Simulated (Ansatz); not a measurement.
For 1T (CdI2-type) PtTe₂, RPBE in Ansatz (PAW) gives:

```
Item                           Result
---------------------  --------------
lattice constant a            4.057 Å
c axis length                 8.696 Å
enthalpy of formation  -0.390 eV/atom
```

Problem. What does HSE06 in Ansatz (PAW) give for the same quantities?

Solution. 
- lattice constant a: 4.038 Å (decreases by 0.5 %)
- lattice parameter c: 5.366 Å (decreases by 38 %)
- formation enthalpy: -0.500 eV/atom (moves by -0.110 eV/atom)

For comparison: lattice constant a 4.026 Å (measured, temperature not stated, no zero-point or thermal correction; as tabulated in Pelayo et al. (2023), arXiv:2312.15371); lattice parameter c 5.221 Å (measured, temperature not stated, no zero-point or thermal correction; as tabulated in Pelayo et al. (2023), arXiv:2312.15371).

Changes are worked out from the printed values.

Unless a cell is named, each level is at its own relaxed cell (RPBE 41.32, HSE06 25.26 Å³/atom).

Levels without +SOC leave out spin–orbit coupling, which shifts energies and cells of such heavy elements.

Caveats: an element that serves as reference has a cell well above its measured volume (RPBE); for a layered or molecular solid the relaxed cell lies over 5 % above the published volume, where the minimum can be shallow (RPBE); the cell comes from a level without a dispersion term, which matters for the spacing of layers, chains or molecules (RPBE, HSE06). Ansatz's density-functional and Hartree–Fock values are scalar-relativistic unless marked +SOC, with PAW data made under PBE.

Ansatz is an electronic-structure program.
